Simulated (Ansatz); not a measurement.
Consider the following.

```
BAs
1.0
    0.03409     2.38395     2.38395
    2.38395     0.03409     2.38395
    2.41804     2.41804     0.00000
B As
1 1
Direct
  0.00135   0.00135   0.99865
  0.24865   0.24865   0.25135
```

No spin polarisation.

All numbers come from DFT with PBEsol, PAW potentials and a 420 eV plane-wave cutoff in Ansatz (a program for electronic structure), without spin-orbit coupling. Settings: 12×12×12 k-points, 0.05 eV Fermi–Dirac smearing.

### Question
Predict the smallest direct gap.

### Answer
2.91 eV.

### Question
What stress (xx, yy, zz, yz, xz, xy; compression positive) does the calculation give?

### Answer
(0.13, 0.13, -0.02, 0.00, 0.00, -4.29) GPa.

### Question
What is the computed band gap?

### Answer
0.87 eV.

The cells carry an imposed strain or load. Stability against distortions was not tested. The cell was made from BAs in the zinc blende structure (space group F-43m, No. 216) by this change: tensor shear ε_xy = +1.43 %.
